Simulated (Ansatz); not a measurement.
AlB2-type HfB2, treated with r²SCAN in Ansatz (PAW).

Numerical settings: plane-wave cutoff 600 eV, 24×24×18 k mesh (along the axes of the cell as run), Fermi–Dirac smearing 0.093 eV (set by the program), scalar-relativistic PAW data made under PBE.

Computed at the level's own relaxed cell.

Hill averages of the elastic tensor: K = 256.3 GPa, G = 253.3 GPa. Volume 9.880 Å³/atom, mean atomic mass 66.704 u.

Task: Work out the density, the sound velocities of a polycrystal and the elastic Debye temperature, and Pugh's ratio at this level.

Result: ρ = 1.66054 × 66.704/9.880 = 11.211 g/cm³. v_l = √[(K + 4G/3)/ρ] = 7.279 km/s and v_t = √(G/ρ) = 4.753 km/s. The mean follows from 3/v_m³ = 1/v_l³ + 2/v_t³: v_m = 5.210 km/s. Θ_D = (ħ/k_B) v_m (6π²/V)^(1/3) = 76.38 K Å s/km × 5.210 × 1.8165 Å⁻¹ = 723 K, counting all atoms of the cell. K/G = 1.01, to be set beside Pugh's rough bound of 1.75 between brittle and ductile metals.

Ansatz is an electronic-structure program.
